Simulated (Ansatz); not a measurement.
The starting structures come from a database of crystals and need not be the phases stable at ambient conditions.

 Where the default PAW files enter, the runs use the earlier of Ansatz's two default sets.

The decay constant κ of evanescent states in the gap governs leakage through a thin film.

Consider the following.

```
CELL_PARAMETERS angstrom
      5.95667     0.00000     0.00000
      0.00548     5.95667     0.00000
      2.97560    -2.97833     4.21006
ATOMIC_POSITIONS crystal
  Ba 0.25000 0.25000 0.50000
  Ba 0.75000 0.75000 0.50000
  Zr 0.00000 0.00000 0.00000
  Zr 0.50000 0.50000 0.00000
  O  0.25000 0.25000 0.00000
  O  0.75000 0.75000 0.00000
  O  0.76063 0.23937 0.97874
  O  0.23937 0.76063 0.02126
  O  0.26063 0.73937 0.50000
  O  0.73937 0.26063 0.50000
```

Space group of this cell: I4/mcm. The cell is taken as given; by r2SCAN its mean pressure is -0.8 GPa.

Transport runs along the normal of the first two printed cell vectors, the (110) plane of the conventional cell.

The gap is the functional's own, uncorrected, and κ follows it; spin-orbit coupling is left out. Mid-gap values are interpolated between the computed energies.

### Question
State the band gap and the smallest decay constant κ at mid-gap according to r2SCAN (Ansatz, a first-principles code).

### Answer
Gap 3.74 eV on a 8×8×8 mesh; κ = 0.296 1/Å, at the zone centre.
